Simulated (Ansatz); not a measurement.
For A15 Nb3Sn (cubic form, which distorts at low temperature), RPBE in Ansatz (plane waves, PAW) gives:

- equilibrium lattice constant a = 5.350 Å
- bulk modulus B0 = 154 GPa

Q: What does r²SCAN+SOC in Ansatz (PAW) give for the same quantities?

A: 
- lattice constant a: 5.304 Å (drops by 0.9 %)
- bulk modulus: 170 GPa (rises by 10 %)

For comparison: lattice constant a 5.289 Å (measured, temperature not stated, not corrected to a static lattice; as tabulated in Priinits et al. (2024), arXiv:2406.00817); bulk modulus 165 GPa (measured, 4 K, zero-point motion not removed; as tabulated in Lu and Klein (1997), arXiv:cond-mat/9704251).

Changes are worked out from the printed values.

Unless a cell is named, each level is at its own relaxed cell (RPBE 19.15, r²SCAN+SOC 18.65 Å³/atom).

Caveats: symmetry holds this phase in the static calculation, where it need not be a minimum (RPBE, r²SCAN+SOC). Ansatz's density-functional and Hartree–Fock values are scalar-relativistic unless marked +SOC, with PAW data made under PBE.

Ansatz is a quantum-chemistry and plane-wave program.
